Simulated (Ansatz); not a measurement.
Rutile MgH2, treated with PBE (Ansatz, a quantum-chemistry and plane-wave program, plane waves, PAW).

Numerical settings: plane-wave cutoff 520 eV, 8×8×12 k mesh (along the axes of the cell as run), Fermi–Dirac smearing 0.01 eV, scalar-relativistic PAW data made under PBE.

Equation-of-state points:

```tsv
V (Å³/atom)	E − E_lowest (meV/atom)	P (GPa)
9.838	2.59	2.109
10.043	0.62	0.998
10.248	0.00	-0.013
10.453	0.62	-0.939
10.658	2.37	-1.782
```

Q: Estimate the bulk modulus from the pressures at 10.043 and 10.453 Å³/atom, and compare it with a fit to all energies.

A: B = −V dP/dV. Between V = 10.043 and 10.453 Å³/atom, dP/dV = (-0.939 − (0.998))/(10.453 − 10.043) = -4.72 GPa per Å³/atom; at the midpoint 10.248 Å³/atom this gives B ≈ 48.4 GPa. The third-order Birch–Murnaghan fit gives V0 = 10.245 Å³/atom, B0 = 48.4 GPa, B′ = 3.6, which lies within 1 % of that estimate.

Shape and atoms are relaxed at each volume.

Measured, for comparison: bulk modulus 49 ± 2 GPa (room temperature, not corrected to a static lattice, measured on MgD2; as tabulated in abstract on rutile-type MgD2 by neutron diffraction to 9.3 GPa, listed at scite); equilibrium volume per atom 10.27 Å³/atom (temperature not stated, not corrected to a static lattice; as tabulated in Ellinger et al., J. Am. Chem. Soc. 77, 2647 (1955) (COD 4124639)). Computed (rounded) less measured: bulk modulus -1 % (inside the measured uncertainty), equilibrium volume per atom -0.3 %.

Note: the bulk modulus comes from volumes at which shape and atoms were relaxed.

Computed values are for the static lattice.
